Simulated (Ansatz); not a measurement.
## SiO2, response to strain

The reference is SiO2 in the rutile structure (space group P4_2/mnm, No. 136; a = 4.155 Å, c = 2.661 Å). Axes: x, y, z lie along a, b, c of the conventional cell.

Strains are applied to the cell and any free atomic positions relax; under biaxial strain the out-of-plane vector relaxes too.

Calculations: LDA, PAW, 420 eV (Ansatz, a program for electronic structure; spin-orbit coupling left out).

Candidates:
(a) biaxial strain +2.40 %, plane normal [001], relaxed out of plane
(b) biaxial strain +0.60 %, plane normal [001], relaxed out of plane
(c) biaxial strain +1.20 %, plane normal [001], relaxed out of plane
(d) biaxial strain +1.80 %, plane normal [001], relaxed out of plane

Base values:

```
Item       Result
--------  -------
Band gap  5.81 eV
```

### Question
Order them by band gap, lowest first.

### Answer
(a) biaxial strain +2.40 %, plane normal [001], relaxed out of plane (5.41 eV), (d) biaxial strain +1.80 %, plane normal [001], relaxed out of plane (5.51 eV), (c) biaxial strain +1.20 %, plane normal [001], relaxed out of plane (5.60 eV), (b) biaxial strain +0.60 %, plane normal [001], relaxed out of plane (5.70 eV)

Whether these cells are dynamically stable was not tested.
